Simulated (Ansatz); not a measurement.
For InO (model structure, started from the beta GaS type, P6₃/mmc, No. 194, 8 atoms in the cell), PBE-D3(BJ) in Ansatz (plane waves, PAW) gives:

equilibrium lattice constant a: 3.724 Å
lattice parameter c: 11.188 Å
cohesive energy: 4.15 eV/atom

Question: What does r²SCAN (plane waves, PAW; Ansatz, a quantum-chemistry and plane-wave program) give for the same quantities?

Answer: 
- lattice constant a: 3.698 Å (shrinks by 0.7 %)
- lattice parameter c: 11.134 Å (drops by 0.5 %)
- cohesive energy: 4.07 eV/atom (shrinks by 0.08 eV/atom)

Changes are worked out from the printed values.

Unless a cell is named, each level is at its own relaxed cell (PBE-D3(BJ) 16.79, r²SCAN 16.48 Å³/atom).

Levels without +SOC leave out spin–orbit coupling, which shifts energies and cells of such heavy elements.

Ansatz's density-functional and Hartree–Fock values are scalar-relativistic unless marked +SOC, with PAW data made under PBE.

A model structure was made by putting elements into a prototype or built by hand; it is no filed structure, need not be a known phase, and can be a saddle point held by its symmetry.
